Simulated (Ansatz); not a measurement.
The starting structures come from a database of crystals and need not be the phases stable at ambient conditions.

Tunnelling through a barrier is set by its complex band structure: the current falls as exp(−2κd) with the smallest κ.

Input:

```xyz
14
Lattice="3.0835 0.0000 0.0000 0.0000 13.9446 0.0000 0.0000 6.9723 4.0255" Properties=species:S:1:pos:R:3 pbc="T T T"
Ge     0.7709     2.8331     0.2602
Ge     2.3126    18.0839     3.7653
Ge     2.3126     8.6141     1.7020
Ge     0.7709    12.3028     2.3234
Ge     0.7709     5.7811     1.4419
Ge     2.3126    15.1358     2.5836
N      0.7709     4.6482     0.0000
N      2.3126     9.2964     0.0000
N      0.7709     9.0855     2.5858
N      2.3126    11.8314     1.4397
N      2.3126     6.7821     1.4755
N      0.7709    14.1348     2.5500
N      0.7709    18.6135     2.9152
N      2.3126     2.3034     1.1103
```

Space group of this cell: P6_3/m. The cell is taken as given; by PBEsol its mean pressure is 0.5 GPa.

Transport runs along the normal of the first two printed cell vectors, the (110) plane of the conventional cell.

No gap correction and no spin-orbit coupling; mid-gap values are interpolated between computed energies.

Problem. State the band gap and the smallest decay constant κ at mid-gap according to PBEsol in Ansatz (a quantum-chemistry and plane-wave program).

Solution. Gap 2.12 eV on a 10×8×8 mesh; κ = 0.206 1/Å, at the zone centre.
